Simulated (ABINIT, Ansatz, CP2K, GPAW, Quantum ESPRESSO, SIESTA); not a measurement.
## One structure in several programs: MgAu (Pm-3m, 2 atoms in the cell)

Self-consistent single point, at a second geometry (lattice scaled by 0.98). First geometry:

```yaml
crystal:
  lattice:
    - [3.23851, 0.00000, 0.00000]
    - [0.00000, 3.23851, 0.00000]
    - [0.00000, 0.00000, 3.23851]
  atoms:
    - { symbol: Mg, position: [0.50000, 0.50000, 0.50000] }
    - { symbol: Au, position: [0.00000, 0.00000, 0.00000] }
```

Shared settings, as Ansatz (a program for electronic structure) writes them: kpoints.mp_grid.grid = 7 7 7; scf.occupations.method = gaussian; scf.occupations.width = 0.0073 Ry. Potentials and cutoffs stand in the table.

```
code                                                                                                                                      model  ΔF from the first geometry (meV/atom)  pressure (GPa)        cutoff
----------------  -----------------------------------------------------------------------------------------------------------------------------  -------------------------------------  --------------  ------------
SIESTA            GGA PBEsol, numerical atomic orbitals TZP, PseudoDojo PBEsol standard norm-conserving potentials (rewritten from UPF to PSML)                                   18.8            7.48   grid 350 Ry
Ansatz                                                                                                          PBEsol, PAW files made with PBE                                   28.6            8.29       30.9 Ry
GPAW                                                                                      PBEsol, GPAW PAW datasets PBEsol (made by gpaw-setup)                                   31.5            8.75        850 eV
Quantum ESPRESSO                                                          PBEsol, PseudoDojo standard norm-conserving (PBESOL) pseudopotentials                                   28.6            8.31         85 Ry
ABINIT                                                           PBEsol, norm-conserving pseudopotentials (PseudoDojo nc-sr-04 PBEsol standard)                                   28.6            8.30         84 Ry
CP2K                                                                 PBEsol, GPW, DZVP-MOLOPT-SR-GTH basis, GTH-PBE potentials (GTH_POTENTIALS)                                   55.0           13.04  grid 1000 Ry
```

On Ansatz's run: spin-orbit coupling is off.

The spread over the programs that give each value: ΔF from the first geometry within 36.2 meV/atom; pressure within 5.56 GPa.

SIESTA and CP2K use small atom-centred bases, whose incompleteness enters pressures, forces and empty levels differently from a plane-wave cutoff. Ansatz's pressure is given at a fixed set of plane waves, as the other plane-wave codes print theirs; with its correction for the finite basis it is 8.32 GPa. In the pressure, CP2K (by 4.73) lies more than 1 GPa from the median of the plane-wave programs.

The starting cell comes from a database of computed structures (which also holds hypothetical and non-ambient phases and stackings), without a prior relaxation at this level. Its lattice was rescaled by a random factor within 2.5 % of one. For this run, on top of that: lattice scaled by 0.98.

Left out of this page: Elk and FLEUR (not drawn, or without a comparable value).

Keys are those of Ansatz 0.2.
